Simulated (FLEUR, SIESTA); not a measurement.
A FLEUR input for a self-consistent single point of SnTe (Fm-3m, 2 atoms in the cell) (DFT, PBEsol, all-electron FLAPW (FLEUR), scalar-relativistic valence):

Input of the input generator:

```
SnTe FLAPW
&input film=f /
0.0000000000 0.7071067812 0.7071067812
0.7071067812 0.0000000000 0.7071067812
0.7071067812 0.7071067812 0.0000000000
8.3488427316
1.0 1.0 1.0

2
50 0.0000000000 0.0000000000 0.0000000000
52 0.5000000000 0.5000000000 0.5000000000

&comp jspins=1 /
&exco xctyp='PBEs' /
&kpt div1=6 div2=6 div3=6 gamma=t /
&end /
```

```xml
<?xml version="1.0" encoding="UTF-8" standalone="no"?>
<fleurInput fleurInputVersion="0.39">
   <comment>
      SnTe FLAPW                                                                                          
   </comment>
   <calculationSetup>
      <cutoffs Kmax="3.8" Gmax="15.2" GmaxXC="15.2" numbands="0"/>
      <scfLoop itmax="80" minDistance="0.00001" maxIterBroyd="40" imix="Anderson" alpha="0.05" precondParam="0.0" spinf="2.0"/>
      <coreElectrons ctail="T" frcor="F" kcrel="0" coretail_lmax="0"/>
      <xcFunctional name="PBEs" relativisticCorrections="F"/>
      <magnetism jspins="1"/>
      <soc l_soc="F" theta="0.0" phi="0.0" spav="F"/>
      <expertModes spex="0" secvar="F"/>
      <geometryOptimization l_f="T" forcealpha="1.0" forcemix="BFGS" epsdisp="0.00001" epsforce="0.00001"/>
      <ldaU l_linMix="F" mixParam="0.05" spinf="1.0"/>
   </calculationSetup>
   <cell>
      <bzIntegration valenceElectrons="30.0" mode="gauss" fermiSmearingEnergy="0.00499791">
         <kPointListSelection listName="default-1"/>
         <!-- k-points included here -->
         <xi:include xmlns:xi="http://www.w3.org/2001/XInclude" href="kpts.xml"> </xi:include>
      </bzIntegration>
      <!-- symmetry operations included here -->
      <xi:include xmlns:xi="http://www.w3.org/2001/XInclude" href="sym.xml"> </xi:include>
      <bulkLattice scale="1.0">
         <bravaisMatrix>
            <row-1>    0.0000000000000000     5.9035233106866913     5.9035233106866913</row-1>
            <row-2>    5.9035233106866913     0.0000000000000000     5.9035233106866913</row-2>
            <row-3>    5.9035233106866913     5.9035233106866913     0.0000000000000000</row-3>
         </bravaisMatrix>
      </bulkLattice>
   </cell>
   <atomSpecies>
      <species name="Tin (Sn)" element="Sn" atomicNumber="50">
         <mtSphere radius="2.68" gridPoints="925" logIncrement="0.014"/>
         <atomicCutoffs lmax="10" lnonsphr="8"/>
         <electronConfig flipSpins="F">
            <coreConfig>(1s1/2) (2s1/2) (2p1/2) (2p3/2) (3s1/2) (3p1/2) (3p3/2) (4s1/2) (3d3/2) (3d5/2) (4p1/2) (4p3/2)</coreConfig>
            <valenceConfig>(5s1/2) (4d3/2) (4d5/2) (5p1/2) (5p3/2)</valenceConfig>
            <stateOccupation state="(5p1/2)" spinUp="0.3333333333333" spinDown="0.3333333333333"/>
            <stateOccupation state="(5p3/2)" spinUp="0.6666666666667" spinDown="0.6666666666667"/>
         </electronConfig>
         <energyParameters s="5" p="5" d="5" f="4"/>
         <lo type="SCLO" l="2" n="4" eDeriv="0"/>
      </species>
      <species name="Tellurium (Te)" element="Te" atomicNumber="52">
         <mtSphere radius="2.68" gridPoints="925" logIncrement="0.014"/>
         <atomicCutoffs lmax="10" lnonsphr="8"/>
         <electronConfig flipSpins="F">
            <coreConfig>(1s1/2) (2s1/2) (2p1/2) (2p3/2) (3s1/2) (3p1/2) (3p3/2) (4s1/2) (3d3/2) (3d5/2) (4p1/2) (4p3/2)</coreConfig>
            <valenceConfig>(5s1/2) (4d3/2) (4d5/2) (5p1/2) (5p3/2)</valenceConfig>
            <stateOccupation state="(5p1/2)" spinUp="0.6666666666667" spinDown="0.6666666666667"/>
            <stateOccupation state="(5p3/2)" spinUp="1.3333333333333" spinDown="1.3333333333333"/>
         </electronConfig>
         <energyParameters s="5" p="5" d="5" f="4"/>
         <lo type="SCLO" l="2" n="4" eDeriv="0"/>
      </species>
   </atomSpecies>
   <atomGroups>
      <atomGroup species="Tin (Sn)">
         <relPos label="                   1">.0000000000 .0000000000 .0000000000</relPos>
         <force calculate="T" relaxXYZ="TTT"/>
      </atomGroup>
      <atomGroup species="Tellurium (Te)">
         <relPos label="                   2">1.000/2.000 1.000/2.000 1.000/2.000</relPos>
         <force calculate="T" relaxXYZ="TTT"/>
      </atomGroup>
   </atomGroups>
   <output dos="F" band="F" slice="F">
      <checks vchk="F" cdinf="F"/>
      <bandDOS minEnergy="-.5*Htr" maxEnergy="0.5*Htr" sigma="0.015" storeEVData="T"/>
      <vacuumDOS vacdos="F" integ="F" star="F" nstars="0" locx1="0.0" locy1="0.0" locx2="0.0" locy2="0.0" nstm="0" tworkf="0.0"/>
      <unfoldingBand unfoldBand="F" supercellX="1" supercellY="1" supercellZ="1"/>
      <plotting iplot="0" polar="F">
         <plot TwoD="T" vec1="  1.0  0.0  0.0" vec2="  0.0  1.0  0.0" vec3="  0.0  0.0  1.0" zero="  0.0  0.0  0.0" file="plot"/>
      </plotting>
      <chargeDensitySlicing numkpt="0" minEigenval="0.0" maxEigenval="0.0" nnne="0" pallst="F"/>
      <specialOutput eonly="F"/>
      <magneticCircularDichroism mcd="F" energyLo="-10.0" energyUp="0.0"/>
   </output>
  <!-- We include the file relax.xml here to enable relaxations (see documentation) -->
  <xi:include xmlns:xi="http://www.w3.org/2001/XInclude" href="relax.xml"> <xi:fallback/> </xi:include>
</fleurInput>
```

Task: Write the same calculation as an input for SIESTA.

Result: This is the input that was run; spellings and numerical settings could be chosen otherwise.

```
# files in the folder: Sn.psml Te.psml (PseudoDojo PBEsol standard)
SystemName  SnTe
SystemLabel snte

NumberOfAtoms                2
NumberOfSpecies              2
%block ChemicalSpeciesLabel
  1 50 Sn
  2 52 Te
%endblock ChemicalSpeciesLabel
LatticeConstant              4.418017 Ang
%block LatticeVectors
     0.000000000    0.707106831    0.707106831
     0.707106831    0.000000000    0.707106831
     0.707106831    0.707106831    0.000000000
%endblock LatticeVectors
AtomicCoordinatesFormat      Bohr
%block AtomicCoordinatesAndAtomicSpecies
     0.000000000    0.000000000    0.000000000  1
     5.903523311    5.903523311    5.903523311  2
%endblock AtomicCoordinatesAndAtomicSpecies

XC.functional                GGA
XC.authors                   PBEsol
PAO.BasisSize                DZP
PAO.EnergyShift              0.005 Ry
MeshCutoff                   400 Ry
%block kgrid.MonkhorstPack
    6   0   0  0.0
    0   6   0  0.0
    0   0   6  0.0
%endblock kgrid.MonkhorstPack
OccupationFunction           MP
OccupationMPOrder            0
ElectronicTemperature        0.136 eV

MaxSCFIterations             150
SCF.Mixer.Method             Pulay
SCF.Mixer.Weight             0.25
SCF.Mixer.History            6
SCF.DM.Tolerance             1.0E-04
Diag.ParallelOverK           true
WriteForces                  true
```

Basis, cutoffs, solver keys and any potentials are the target program's own. This input uses DFT, GGA PBEsol, numerical atomic orbitals DZP, PseudoDojo PBEsol standard norm-conserving potentials (rewritten from UPF to PSML).

The starting cell comes from a database of computed structures (which also holds hypothetical and non-ambient phases and stackings), without a prior relaxation at this level. Its lattice was rescaled by a random factor within 2.5 % of one.
